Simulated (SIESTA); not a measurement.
Worked example: self-consistent single point of BaSrI4 (R-3m, 6 atoms in the cell) in SIESTA.

Computed with GGA PBEsol, numerical atomic orbitals DZP, PseudoDojo PBEsol standard norm-conserving potentials (rewritten from UPF to PSML) (SIESTA).

```
CELL_PARAMETERS angstrom
      2.93501     1.69453     9.36382
     -2.93501     1.69453     9.36382
      0.00000    -3.38906     9.36382
ATOMIC_POSITIONS crystal
  Ba 0.00000 0.00000 0.00000
  Sr 0.50000 0.50000 0.50000
  I  0.62280 0.62280 0.62280
  I  0.37720 0.37720 0.37720
  I  0.87091 0.87091 0.87091
  I  0.12909 0.12909 0.12909
```

Reference input (self-consistent single point, DFT, GGA PBEsol, numerical atomic orbitals DZP, PseudoDojo PBEsol standard norm-conserving potentials (rewritten from UPF to PSML)): XC.functional = GGA; XC.authors = PBEsol; potentials = PseudoDojo PBEsol standard; PAO.BasisSize = DZP; PAO.EnergyShift = 0.01 Ry; MeshCutoff = 350 Ry; kgrid.MonkhorstPack = 3 3 3; OccupationFunction = FD; ElectronicTemperature = 10 K; MaxSCFIterations = 150; SCF.Mixer.Method = Broyden; SCF.Mixer.Weight = 0.1. This run's input differs from it in these lines:

```diff
@@ -33,5 +33,5 @@
 %block kgrid.MonkhorstPack
-    3   0   0  0.0
-    0   3   0  0.0
-    0   0   3  0.0
+    7   0   0  0.0
+    0   7   0  0.0
+    0   0   7  0.0
 %endblock kgrid.MonkhorstPack
```

The program printed (abridged):

```
        iscf     Eharris(eV)        E_KS(eV)     FreeEng(eV)     dDmax    Ef(eV) dHmax(eV)
   scf:    1    -3107.614098    -3102.649373    -3102.649373  1.736277 -4.111813  3.471445
   scf:    2    -3102.824172    -3102.737938    -3102.737938  0.010750 -4.309009  3.005632
   scf:    3    -3103.118177    -3102.963049    -3102.963049  0.057588 -2.487020  0.360427
   scf:    4    -3102.966487    -3102.964788    -3102.964788  0.002313 -2.536280  0.263141
   scf:    5    -3102.971098    -3102.968400    -3102.968400  0.012176 -2.693736  0.019789
   [... 10 lines left out ...]
   scf:   16    -3102.968465    -3102.968465    -3102.968465  0.000025 -2.689382  0.000402
   scf:   17    -3102.968465    -3102.968465    -3102.968465  0.000016 -2.689395  0.000337
   scf:   18    -3102.968465    -3102.968465    -3102.968465  0.000011 -2.689408  0.000282
   scf:   19    -3102.968465    -3102.968465    -3102.968465  0.000009 -2.689419  0.000238
SCF Convergence by DM+H criterion
max |DM_out - DM_in|         :     0.0000086477
max |H_out - H_in|      (eV) :     0.0002378006
SCF cycle converged after 19 iterations

Using DM_out to compute the final energy and forces

siesta: E_KS(eV) =            -3102.9685

siesta: E_KS - E_eggbox =     -3102.9685

siesta: Atomic forces (eV/Ang):
     1   -0.000000   -0.000000    0.000000
     2   -0.000000    0.000000    0.000000
     3    0.000000    0.000000    0.009300
     4   -0.000000   -0.000000   -0.009300
     5   -0.000000   -0.000000    0.026673
     6   -0.000000    0.000000   -0.026673
   Tot   -0.000000   -0.000000   -0.000000
   Max    0.026673
   Res    0.009416    sqrt( Sum f_i^2 / 3N )
   Max    0.026673    constrained

   [... lines left out ...]
siesta: FreeEng =     -3102.968465
   [... lines left out ...]
siesta:     0.009782    0.000000   -0.000000
siesta:     0.000000    0.009782   -0.000000
siesta:    -0.000000   -0.000000    0.008658

siesta: Cell volume =        279.423481 Ang**3

siesta: Pressure (static):
siesta:                Solid            Molecule  Units
siesta:          -0.00010246         -0.00011051  Ry/Bohr**3
siesta:          -0.00940738         -0.01014699  eV/Ang**3
siesta:         -15.07227751        -16.25727633  kBar
```

The run converged in 19 iterations. Against the reference run the free energy drops by 1.3 meV/atom, the pressure moves little (-1.49 to -1.51 GPa), the largest force hardly changes (0.029 to 0.027 eV/Å) and the gap on the mesh goes from 3.368 to 3.267 eV.

The starting cell comes from a database of computed structures (which also holds hypothetical and non-ambient phases and stackings), without a prior relaxation at this level. Spin-orbit coupling is off. Values carry the incompleteness of an atom-centred basis. The basis of the alkali or alkaline-earth atoms may lack their empty d shell, which can raise the gap.

Cost on one core of a shared machine: roughly 2 min.
